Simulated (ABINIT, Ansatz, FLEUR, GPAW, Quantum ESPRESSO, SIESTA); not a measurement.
**HfMg6Zr (Amm2, 8 atoms in the cell) computed with different codes at matched settings**

Self-consistent single point, at a second geometry (lattice scaled by 0.98). First geometry:

```xyz
8
Lattice="5.1008 0.0000 0.0000 0.0000 3.0328 5.8169 0.0000 -3.0328 5.8169" Properties=species:S:1:pos:R:3 pbc="T T T"
Mg     2.5504     1.5191     4.9232
Mg     2.5504    -1.5191     4.9232
Mg     0.0000     1.5214     6.7471
Mg     0.0000    -1.5214     6.7471
Mg     0.0000     0.0000     3.7910
Mg     0.0000     0.0000     9.5806
Zr     2.5504     0.0000     2.0045
Hf     2.5504     0.0000     7.8184
```

Shared settings, as Ansatz (a program for electronic structure) writes them: kpoints.mp_grid.grid = 3 3 3; scf.occupations.method = gaussian; scf.occupations.width = 0.1 eV. Potentials and cutoffs stand in the table.

| code | model | ΔF from the first geometry (meV/atom) | pressure (GPa) | largest force (eV/Å) | cutoff |
|---|---|---|---|---|---|
| Ansatz | LDA (PW92), PAW files made with PBE | -16.0 | -0.36 | 0.034 | default |
| Quantum ESPRESSO | LDA (PZ), GBRV 1.5 ultrasoft (LDA) pseudopotentials | -15.5 | -0.40 | 0.036 | 40 Ry |
| SIESTA | LDA PW92, numerical atomic orbitals DZP, PseudoDojo LDA standard norm-conserving potentials (rewritten from UPF to PSML) | 1.2 | 1.89 | 0.076 | grid 400 Ry |
| GPAW | LDA (Perdew-Wang 92), GPAW PAW datasets LDA (gpaw-data 1.0.1) | -16.0 | -0.36 | 0.033 | 850 eV |
| FLEUR | LDA (Vosko-Wilk-Nusair), all-electron FLAPW (FLEUR), scalar-relativistic valence | – | – | 0.034 | Kmax 3.8 1/bohr |
| ABINIT | LDA (PW92), PAW (JTH v2.0 LDA PAW) | -15.4 | -0.49 | 0.036 | 20 Ha |

Size of the force on each atom (eV/Å): Sizes of forces hide their directions.

```
code                Mg1    Mg2    Mg3    Mg4    Mg5    Mg6    Zr7    Hf8
----------------  -----  -----  -----  -----  -----  -----  -----  -----
Ansatz            0.017  0.017  0.025  0.025  0.019  0.017  0.034  0.030
Quantum ESPRESSO  0.017  0.017  0.017  0.017  0.021  0.026  0.036  0.029
SIESTA            0.076  0.076  0.052  0.052  0.054  0.045  0.053  0.003
GPAW              0.017  0.017  0.024  0.024  0.023  0.019  0.033  0.030
FLEUR             0.017  0.017  0.024  0.024  0.018  0.019  0.034  0.029
ABINIT            0.019  0.019  0.022  0.022  0.018  0.019  0.036  0.029
```

A dash marks a value that a program does not give, or that is left out as unsure.

On Ansatz's run: spin-orbit coupling is off.

The spread over the programs that give each value: ΔF from the first geometry within 17.2 meV/atom; pressure within 2.38 GPa; largest force within 0.043 eV/Å.

SIESTA uses small atom-centred bases, whose incompleteness enters pressures, forces and empty levels differently from a plane-wave cutoff. FLEUR treats all electrons, but the usual bases taken here (sphere radii, linearisation, local orbitals, empty states) were not tested for convergence, so the values are no reference for the others. Ansatz's pressure is given at a fixed set of plane waves, as the other plane-wave codes print theirs. The same LDA comes in different parametrisations, which differ slightly. In the pressure, SIESTA (by 2.27) lies more than 1 GPa from the median of the plane-wave programs.

The shared mesh is coarse (it stands for a supercell whose shortest vector is 15 Å), so the values are not converged in it.

The starting cell comes from a database of computed structures (which also holds hypothetical and non-ambient phases and stackings), without a prior relaxation at this level. For this run, on top of that: lattice scaled by 0.98.

Left out of this page: CP2K (unsound by tests on forces, stress, charge or solver warnings); Elk (not drawn, or without a comparable value).

Keys are those of Ansatz 0.2.
